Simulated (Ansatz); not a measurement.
# A constructed model of the (0001) surface of hcp Co, ferromagnetic, p(2x2), one Co adatom (bottom of the slab: a bare face, its two planes held)

Computed with PBE (plane waves to 420 eV, PAW; Ansatz, an electronic-structure program).

Slab: 25 atoms, 12.3 Å thick at the start with caps and adatoms (thin: gaps and levels are the slab's own); k 9x9x1, smearing 0.1 eV, dipole-corrected; 8 atoms held, the rest relaxed; held to the start's symmetry, so lower structures may exist; spin-polarised, ending with about 41.7 μB a cell; orders that need a larger cell were not tried, no spin-orbit, no U. In PBE it lies 0.09 eV a 1x1 cell over the lowest computed structure of the same composition (one added row of Co in 4).

| Item | Result |
|---|---|
| work function of the top face | 3.59 eV |
| energy released by relaxation | 0.91 eV |
| magnetic moment of the cell | 41.65 μB |
| cost | around 60 core-minutes (rough) |
